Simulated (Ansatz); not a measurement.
**ZnO, response to strain**

Start from ZnO in the wurtzite structure (space group P6_3mc, No. 186; a = 3.187 Å, c = 5.153 Å). Axes: x lies along a and z along c of the hexagonal cell.

Strains are applied to the cell and any free atomic positions relax; under biaxial strain the out-of-plane vector relaxes too.

Computed with DFT with LDA, PAW potentials and a 420 eV plane-wave cutoff in Ansatz (a program for electronic structure), no spin-orbit coupling.

| change | band gap | electron mass | out-of-plane strain |
|---|---|---|---|
| base | 0.80 eV | 0.15 mₑ (at Γ) | – |
| biaxial strain −3.00 %, plane normal [001], relaxed out of plane | 0.76 eV | 0.14 mₑ out of plane, 0.15 mₑ in plane (at Γ) | +3.01 % |
| biaxial strain −2.40 %, plane normal [001], relaxed out of plane | (withheld) | 0.14 mₑ out of plane, 0.15 mₑ in plane (at Γ) | (withheld) |
| biaxial strain −1.80 %, plane normal [001], relaxed out of plane | 0.78 eV | – | +1.83 % |
| biaxial strain −1.20 %, plane normal [001], relaxed out of plane | 0.78 eV | 0.15 mₑ (at Γ) | +1.23 % |

Complete the table.


- biaxial strain −2.40 %, plane normal [001], relaxed out of plane, band gap: 0.77 eV
- biaxial strain −2.40 %, plane normal [001], relaxed out of plane, out-of-plane strain: +2.42 %

Masses are band curvatures over ±0.01 Å⁻¹ around the edge. Stability against distortions was not tested.
